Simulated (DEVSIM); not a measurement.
Device: Mo/SiO2/p-Si capacitor, at 300 K.

| layer (left to right) | material | thickness (nm) | Na (cm⁻³) |
|---|---|---|---|
| 1 | SiO2 | 32.0 | - |
| 2 | Si | 1700 | 1.2e17 |

Metal gate on the left, work function 4.6 eV. Fixed charge at the semiconductor interface -2e11 cm⁻² (in units of +e); no interface traps.

Constants are typed, rounded textbook-type inputs, not results; the design itself was drawn at random and stands for no fabricated device. Values at 300 K.

```tsv
parameter	SiO2	Si
gap (eV)	9	1.124
affinity (eV)	0.9	4.05
permittivity	3.9	11.7
Nc (cm⁻³)	-	2.86e19
Nv (cm⁻³)	-	3.1e19
```

DEVSIM, 1D Poisson equation in equilibrium, Boltzmann statistics, complete ionisation; no quantum confinement or tunnelling. Metal contacts follow the ideal Schottky-Mott rule: no Fermi-level pinning, no interface dipoles.

Q: Tabulate band edges, carrier densities and field at 2.25 V on the gate.

A: Energies count from the Fermi level of the right contact; mesh points crowd at the junctions.

| x (μm) | Ec (eV) | Ev (eV) | n (cm⁻³) | p (cm⁻³) | field (V/cm) |
|---|---|---|---|---|---|
| 0.000 | 1.450 | -7.550 | < 1e2 | < 1e2 | 590000 |
| 0.001410 | 1.534 | -7.466 | < 1e2 | < 1e2 | 590000 |
| 0.004587 | 1.723 | -7.277 | < 1e2 | < 1e2 | 590000 |
| 0.01115 | 2.114 | -6.886 | < 1e2 | < 1e2 | 590000 |
| 0.02433 | 2.897 | -6.103 | < 1e2 | < 1e2 | 590000 |
| 0.02905 | 3.178 | -5.822 | < 1e2 | < 1e2 | 590000 |
| 0.03134 | 3.314 | -5.686 | < 1e2 | < 1e2 | 590000 |
| 0.03297 | 0.219 | -0.905 | 6.0e15 | 20000 | 170000 |
| 0.03565 | 0.263 | -0.861 | 1.1e15 | 110000 | 160000 |
| 0.04206 | 0.362 | -0.762 | 2.4e13 | 4800000 | 150000 |
| 0.05613 | 0.552 | -0.572 | 1.5e10 | 7.6e9 | 120000 |
| 0.1056 | 0.930 | -0.194 | 6700 | 1.7e16 | 32000 |
| 0.1993 | 0.980 | -0.144 | 970 | 1.2e17 | 22 |
| 0.4234 | 0.980 | -0.144 | 970 | 1.2e17 | ≈ 0 |
| 1.106 | 0.980 | -0.144 | 970 | 1.2e17 | ≈ 0 |
| 1.455 | 0.980 | -0.144 | 970 | 1.2e17 | ≈ 0 |
| 1.614 | 0.980 | -0.144 | 970 | 1.2e17 | ≈ 0 |
| 1.680 | 0.980 | -0.144 | 970 | 1.2e17 | ≈ 0 |
| 1.715 | 0.980 | -0.144 | 970 | 1.2e17 | ≈ 0 |
| 1.725 | 0.980 | -0.144 | 970 | 1.2e17 | ≈ 0 |
| 1.730 | 0.980 | -0.144 | 970 | 1.2e17 | ≈ 0 |
| 1.732 | 0.980 | -0.144 | 970 | 1.2e17 | ≈ 0 |
